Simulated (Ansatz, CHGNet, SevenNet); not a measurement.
## Ladder of methods for the elastic constant C66 of C11b MoSi2

Reference value: 194 GPa (measured, temperature not stated, no zero-point or thermal correction; as tabulated in Friák et al. (2018), doi:10.3390/nano8121057).

### Question
Put these levels in order of the elastic constant C66 that they give for C11b MoSi2, smallest first: BLYP (Ansatz, a quantum-chemistry and plane-wave program), CHGNet 0.3.0, PBE (Ansatz), PBEsol (Ansatz), SevenNet-l3i5.

### Answer
CHGNet 0.3.0 (60.9 GPa), SevenNet-l3i5 (105 GPa), BLYP (152 GPa), PBE (189 GPa), PBEsol (202 GPa)

Unless a cell is named, each level is at its own relaxed cell (CHGNet 0.3.0 13.59, SevenNet-l3i5 13.61, BLYP 14.25, PBE 13.58, PBEsol 13.27 Å³/atom).

Differences against the reference: CHGNet 0.3.0 -69 %, SevenNet-l3i5 -46 %, BLYP -22 %, PBE -2.6 %, PBEsol +4.1 %.

The measured value isn't corrected to a static lattice, so vibrations enter the comparison.  Each level is taken at its own relaxed cell. Ansatz's density-functional and Hartree–Fock values are scalar-relativistic unless marked +SOC, with PAW data made under PBE.

Machine-learned potentials (CHGNet 0.3.0, SevenNet-l3i5) are trained on DFT data: a solid inside that data is no test of them.

Differences are worked out from the printed values.
